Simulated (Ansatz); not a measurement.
The reference is BeSe in the zinc blende structure (space group F-43m, No. 216; a = 5.082 Å). Axes: x, y, z lie along the cube axes.

Calculations: LDA in Ansatz (plane waves to 420 eV, PAW, without spin-orbit coupling).

Strains are applied to the cell and any free atomic positions relax; under biaxial strain the out-of-plane vector relaxes too.

One change was made to it. Results:

| quantity | base | after |
|---|---|---|
| energy relative to the base (free energy F) | 0 meV/atom | +1.6 meV/atom |
| band gap | 2.40 eV | 2.30 eV |
| pressure (mean of the normal stresses, compression positive) | -0.01 GPa | 1.03 GPa |

**Question.** Name the change that was made.
A. biaxial strain −1.00 %, plane normal [001], relaxed out of plane
B. biaxial strain −3.00 %, plane normal [001], relaxed out of plane
C. biaxial strain +2.00 %, plane normal [001], relaxed out of plane
D. biaxial strain +2.50 %, plane normal [001], relaxed out of plane

**Answer.** A, biaxial strain −1.00 %, plane normal [001], relaxed out of plane. For comparison, the band gap in the other runs: biaxial strain +2.00 %, plane normal [001], relaxed out of plane gives 2.16 eV; biaxial strain −3.00 %, plane normal [001], relaxed out of plane gives 2.07 eV; biaxial strain +2.50 %, plane normal [001], relaxed out of plane gives 2.11 eV.

Whether these cells are dynamically stable was not tested.

Ansatz is a quantum-chemistry and plane-wave program.
